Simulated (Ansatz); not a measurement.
Results of HSE06 in Ansatz (PAW) for cubic perovskite BaHfO₃.

Run with plane-wave cutoff 460 eV, 6×6×6 k mesh, Fermi–Dirac smearing 0.01 eV, scalar-relativistic PAW data made under PBE.

Computed points:

```json
[
 {"V (Å³/atom)": "13.824", "E − E_lowest (meV/atom)": "21.27"},
 {"V (Å³/atom)": "14.187", "E − E_lowest (meV/atom)": "5.09"},
 {"V (Å³/atom)": "14.586", "E − E_lowest (meV/atom)": "0.00"},
 {"V (Å³/atom)": "14.915", "E − E_lowest (meV/atom)": "4.49"},
 {"V (Å³/atom)": "15.279", "E − E_lowest (meV/atom)": "17.48"}
]
```

Task: What bulk modulus B0 and pressure derivative B′ does a third-order Birch–Murnaghan fit give?

Result: V0 = 14.554 Å³/atom, B0 = 170 GPa, B′ = 4.3 (fit to the energies at full precision).

Measured, for comparison: equilibrium volume per atom 14.51 Å³/atom (room temperature, no zero-point or thermal correction; as tabulated in Zhao et al. (2008), arXiv:0809.3506). Computed (rounded) less measured: equilibrium volume per atom +0.3 %.

Spin–orbit coupling is not included.

Computed values are for the static lattice.

Cost on a shared machine: roughly 24 core-minutes.

Ansatz is a quantum-chemistry and plane-wave program.
